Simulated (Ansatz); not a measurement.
Bond-angle distributions (per cent of the angles at each element, bins of 10°) of a relaxed model of amorphous Si24O48La at 2.37 g/cm³. The numbers are results of PBE, scalar-relativistic without spin-orbit coupling (plane waves to 420 eV, PAW; Ansatz, a program for electronic structure), not measurements. The usual formal charges leave 3 electrons over, so the level spacing at the Fermi energy parts defect or band states and needn't be the band gap. In the spin-polarised cell the level spacing at the Fermi energy can part levels of unlike spin.

It comes from a melt-quench run on a machine-learned potential (CHGNet), relaxed afterwards by DFT. O atoms were pushed apart under 1.9 Å during the dynamics, to hinder bonds among them. The hot cell started wider than the set density and was brought back towards it in steps. It is the lowest in DFT energy of 2 quenches. It is a model cell: composition and starting density were chosen by hand, and all elements were melted together. No dispersion term was used. Its density started from a set value of 2.37 and ended at 2.37 g/cm³. The simulated quench (nominally 320 K/ps over its main leg) is rapid and tends to freeze in more defects than a deposited or slowly cooled glass has. A cell of this size samples the disorder only roughly. The volume was held where the preparation left it and the shape relaxed, at a PBE pressure of 2.0 GPa. Stress components on the final sampling reach 2.6 GPa. Cycles of charging lowered its energy after that relaxation.

Cut-offs for bonds: Si-Si 2.60 Å, Si-O 1.88 Å, Si-La 3.20 Å, O-O 1.58 Å, O-La 3.00 Å, La-La 3.96 Å. Two cations that share two anions don't count as bonded, nor two that share one unless they lie closer than Si-Si 2.38 Å, Si-La 3.11 Å, La-La 3.85 Å.

```csv
angle (°),at Si,at O
50-60,0,0
60-70,0,0
70-80,0,0
80-90,0,2
90-100,1,0
100-110,50,2
110-120,48,8
120-130,1,20
130-140,0,30
140-150,0,22
150-160,0,12
160-170,0,4
170-180,0,0
```

They go with these counts of neighbours within the cut-offs, cation contacts included: Si mean 4.0, most often 4; O mean 2.0, most often 2.
